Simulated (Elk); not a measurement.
Input and output of a self-consistent single point for Ga₃Tc (I4/mmm, 4 atoms in the cell) (Elk).

Level of theory: LDA (PW92), all-electron FP-LAPW, Elk's shipped species files, APW+lo basis with extra local orbitals (Elk).

The change in words: lattice scaled by 0.98. Reference geometry:
```
Ga3Tc
1.0
   -1.89565     1.89565     4.04575
    1.89565    -1.89565     4.04575
    1.89565     1.89565    -4.04575
Ga Tc
3 1
Cartesian
  0.00000   1.89565   2.02287
  1.89565   0.00000   2.02287
  0.00000   0.00000   4.04575
  0.00000   0.00000   0.00000
```

Reference input (self-consistent single point, DFT, LDA (PW92), all-electron FP-LAPW, Elk's shipped species files, APW+lo basis with extra local orbitals): rgkmax = 7.5; stype = 0; swidth = 0.00367493 Ha; ngridk = 9 9 9; tforce = true; gmaxvr = 18 1/bohr; lmaxapw = 10; lmaxo = 8; nxlo = 2; lorbcnd = true; lradstp = 2; nrmtscf = 2. This run's input differs from it in these lines:

```diff
@@ -46,8 +46,8 @@
 scale
-  9.171507499
+  8.988077201
 
 avec
-   -0.3905846318    0.3905846318    0.8335989988
-    0.3905846318   -0.3905846318    0.8335989988
-    0.3905846318    0.3905846318   -0.8335989988
+   -0.3905846172    0.3905846172    0.8335990125
+    0.3905846172   -0.3905846172    0.8335990125
+    0.3905846172    0.3905846172   -0.8335990125
```

Output (repeated stretches shortened):

```
│ Self-consistent loop started │
│ Loop number : 1 │
 total energy                :     -10107.4283833
│ Loop number : 2 │
 total energy                :     -10107.7320291
RMS change in Kohn-Sham potential (target) :   0.4009004657E-01 (  0.1000000000E-05)
Absolute change in total energy (target)   :   0.3036457678     (  0.1000000000E-03)
│ Loop number : 3 │
 total energy                :     -10108.2581440
RMS change in Kohn-Sham potential (target) :   0.3639735881E-01 (  0.1000000000E-05)
Absolute change in total energy (target)   :   0.6020263984     (  0.1000000000E-03)
│ Loop number : 4 │
   [... lines left out ...]
Absolute change in total energy (target)   :   0.4404751835E-03 (  0.1000000000E-03)
│ Loop number : 14 │
 total energy                :     -10106.3868734
RMS change in Kohn-Sham potential (target) :   0.5823319012E-06 (  0.1000000000E-05)
Absolute change in total energy (target)   :   0.1490485138E-03 (  0.1000000000E-03)
│ Loop number : 15 │
 total energy                :     -10106.3868922
RMS change in Kohn-Sham potential (target) :   0.1356448666E-06 (  0.1000000000E-05)
Absolute change in total energy (target)   :   0.5605834122E-04 (  0.1000000000E-03)
Convergence targets achieved

│ Loop number : 16 │

Energies :
 Fermi                       :     0.407958227386
 total energy                :     -10106.3869099

Density of states at Fermi energy :    81.16570342
 (states/Hartree/unit cell)

Estimated indirect band gap :   0.9905176866E-03
 from k-point     32 to k-point     30
Estimated direct band gap   :   0.1066322553E-02
 at k-point     30

Charges :
 core                        :    82.00000000
 valence                     :    54.00000000
 interstitial                :    5.634359716
 muffin-tins (core leakage)
  species :    1 (Ga)
   atom    1                 :    29.60641733     (  0.1480226671E-02)
   atom    2                 :    29.60641733     (  0.1480226671E-02)
   atom    3                 :    29.61482180     (  0.1484413270E-02)
  species :    2 (Tc)
   [... lines left out ...]
   total force               :     0.00000000    0.00000000    0.00000000
   total magnitude           :     0.00000000
 species :    2 (Tc)
  atom :    1
   Hellmann-Feynman          :     0.00000000    0.00000000    0.00000000
   IBS                       :     0.00000000    0.00000000   -0.00000000
   total force               :     0.00000000    0.00000000   -0.00000000
   total magnitude           :     0.00000000
```

The run converged in 16 iterations. The count includes the last loop, which Elk runs after its targets are met. Against the reference run the total energy goes down by 8.5 meV/atom.

The starting cell comes from a database of computed structures (which also holds hypothetical and non-ambient phases and stackings), without a prior relaxation at this level. For this run, on top of that: lattice scaled by 0.98. Spin polarisation is off. Values depend on the basis (sphere radii, cutoffs, local orbitals), which need not be converged. The log's line on a gap gives a spacing of levels on this mesh, which the program prints for metals too.

Cost on one core of a shared machine: roughly 4 min.
